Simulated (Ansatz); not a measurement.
Start from SrTiO3 in the cubic perovskite structure (space group Pm-3m, No. 221; a = 3.936 Å).

Levels (all Ansatz, an electronic-structure program, PAW): PBE (420 eV, no spin-orbit coupling); r2SCAN (500 eV, without spin-orbit coupling); HSE06 (420 eV, no spin-orbit coupling); PBE+SOC (420 eV, noncollinear with spin-orbit coupling).

One geometry, relaxed with PBE, under each level:

Notes on the quantities. electron mass: degenerate bands, along [100]; hole mass: degenerate bands, along [100].

```tsv
level	band gap	lowest conduction level above the VBM at special points	electron mass	hole mass	pressure
PBE	1.84 eV	Γ 1.84 eV; X 2.00 eV; M 3.69 eV; R 4.34 eV	–	–	0.00 GPa
r2SCAN	2.21 eV	Γ 2.21 eV; X 2.35 eV; M 4.03 eV; R 4.70 eV	–	–	-4.07 GPa
HSE06	?	?	–	–	–
PBE+SOC	1.83 eV	Γ 1.83 eV; X 1.99 eV; M 3.67 eV; R 4.32 eV	0.40, 1.1 mₑ (at Γ)	0.81, 2.2 mₑ (at R)	0.00 GPa
```

Q: Give the withheld HSE06 results.

A: 
- HSE06, band gap: 3.28 eV
- HSE06, lowest conduction level above the VBM at special points: Γ 3.28 eV; X 3.45 eV; M 5.33 eV

Single points use the geometry relaxed with PBE. Their cutoffs differ, which shifts pressures a little. HSE06 was sampled on its mesh, a few special points and the semilocal edge points, so its gap is an upper bound. The spin-orbit shifts are approximate. Effective masses come from finite differences of ±0.01 Å⁻¹. Stability against distortions was not tested. The runs without spin-orbit coupling are not spin-polarised. Many cubic perovskites are stable only at high temperature; tilts and polar distortions were not tested.
